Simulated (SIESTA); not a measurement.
SIESTA run on TiO2 (Imm2, 6 atoms in the cell): self-consistent single point.

Method of the run: SIESTA with LDA PW92, numerical atomic orbitals DZP, PseudoDojo LDA standard norm-conserving potentials (rewritten from UPF to PSML).

```xyz
6
Lattice="-1.8830 1.8830 4.7312 1.8830 -1.8830 4.7312 1.8830 1.8830 -4.7312" Properties=species:S:1:pos:R:3 pbc="T T T"
Ti     0.0000     1.8830     2.4156
Ti     0.0000     0.0000     0.0000
O      0.0000     1.8830     0.3974
O      0.0000     0.0000     7.4943
O      0.0000     0.0000     1.9682
O      0.0000     1.8830     4.3338
```

Reference input (self-consistent single point, DFT, LDA PW92, numerical atomic orbitals DZP, PseudoDojo LDA standard norm-conserving potentials (rewritten from UPF to PSML)): XC.functional = LDA; XC.authors = PW92; potentials = PseudoDojo LDA standard; PAO.BasisSize = DZP; PAO.EnergyShift = 0.01 Ry; MeshCutoff = 350 Ry; kgrid.MonkhorstPack = 4 4 4; OccupationFunction = FD; ElectronicTemperature = 0.02 eV; MaxSCFIterations = 150; SCF.Mixer.Method = Pulay; SCF.Mixer.Weight = 0.1. This run's input differs from it in these lines:

```diff
@@ -32,5 +32,5 @@
 %block kgrid.MonkhorstPack
-    4   0   0  0.0
-    0   4   0  0.0
-    0   0   4  0.0
+   22   0   0  0.0
+    0  22   0  0.0
+    0   0  22  0.0
 %endblock kgrid.MonkhorstPack
```

Log, with long lists cut:

```
        iscf     Eharris(eV)        E_KS(eV)     FreeEng(eV)     dDmax    Ef(eV) dHmax(eV)
   scf:    1    -4971.735450    -5014.872082    -5014.872082  1.640790 -8.981397 14.002635
   scf:    2    -5032.016344    -5024.012611    -5024.012611  0.068069 -8.279296 10.373357
   scf:    3    -5025.592604    -5032.018967    -5032.018967  0.168448 -6.822811  3.278362
   scf:    4    -5026.574057    -5031.845997    -5031.845997  0.098736 -7.646945  4.695608
   scf:    5    -5034.346720    -5033.346456    -5033.346456  0.063508 -7.499034  1.802173
   [... 5 lines left out ...]
   scf:   11    -5033.618222    -5033.618110    -5033.618110  0.001272 -7.426098  0.003402
   scf:   12    -5033.618102    -5033.618109    -5033.618109  0.000352 -7.427589  0.006748
   scf:   13    -5033.618113    -5033.618112    -5033.618112  0.000129 -7.426007  0.000648
   scf:   14    -5033.618112    -5033.618112    -5033.618112  0.000091 -7.425598  0.000406
SCF Convergence by DM+H criterion
max |DM_out - DM_in|         :     0.0000908227
max |H_out - H_in|      (eV) :     0.0004059996
SCF cycle converged after 14 iterations

Using DM_out to compute the final energy and forces

siesta: E_KS(eV) =            -5033.6181

siesta: E_KS - E_eggbox =     -5033.6181

siesta: Atomic forces (eV/Ang):
     1    0.006131    0.002629   -0.892855
     2   -0.000907    0.001043    0.456198
     3   -0.000007   -0.001741    0.064266
     4   -0.001940    0.000276    0.064598
     5   -0.000108    0.001173    0.102678
     6    0.001714   -0.000063    0.206045
   Tot    0.004883    0.003317    0.000930
   Max    0.892855
   Res    0.243432    sqrt( Sum f_i^2 / 3N )
   Max    0.892855    constrained

   [... lines left out ...]
siesta: FreeEng =     -5033.618112
   [... lines left out ...]
siesta:    -0.002070   -0.000013    0.000058
siesta:    -0.000013    0.037809    0.000019
siesta:     0.000058    0.000019    0.008879

siesta: Cell volume =         67.104518 Ang**3

siesta: Pressure (static):
siesta:                Solid            Molecule  Units
siesta:          -0.00016198         -0.00013189  Ry/Bohr**3
siesta:          -0.01487274         -0.01210972  eV/Ang**3
siesta:         -23.82876290        -19.40191343  kBar
```

The run converged in 14 iterations. Against the reference run the free energy goes down by 1.4 meV/atom, the pressure hardly changes (-2.37 to -2.38 GPa), the largest force hardly changes (0.899 to 0.893 eV/Å) and the gap on the mesh goes from 1.889 to 1.854 eV.

The starting cell has typed, rounded lattice constants, without a prior relaxation at this level. Its lattice was rescaled by up to half a per cent. One atom was moved a little off its site on purpose. Values carry the incompleteness of an atom-centred basis.

Cost on one core of a shared machine: roughly 8 min.
